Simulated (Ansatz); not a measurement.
# InSb (I-4m2, No. 119, 2 atoms in the cell; start mp-1223637; a measured phase of this formula has another space group)

These are r²SCAN (PAW; Ansatz, a quantum-chemistry and plane-wave program) values and carry that method's errors.

Settings: plane-wave cutoff 500 eV, 14×14×14 k mesh, Fermi–Dirac smearing 0.05 eV, scalar-relativistic PAW data made under PBE.

Cell (relaxed at this level):

Space group I-4m2 (No. 119); a = 5.8502 Å, b = 5.8502 Å, c = 3.2212 Å, α = 90.00°, β = 90.00°, γ = 90.00°

| atom | site | symmetry | x | y | z |
|---|---|---|---|---|---|
| In | 2c | -4m2 | 0.0000 | 0.5000 | 0.2500 |
| Sb | 2a | -4m2 | 0.0000 | 0.0000 | 0.0000 |
(The calculation used a cell of 2 atoms; values per cell refer to that cell.)

- band gap: zero (no gap)

Note: the relaxation could not lower the start's symmetry, so the cell can be a saddle point above a distorted one.

Spin–orbit coupling is not included.

Static lattice: no zero-point or thermal effects.

The result took roughly 5 core-minutes.

A start named mp-… is a Materials Project structure, which need not be a measured phase.
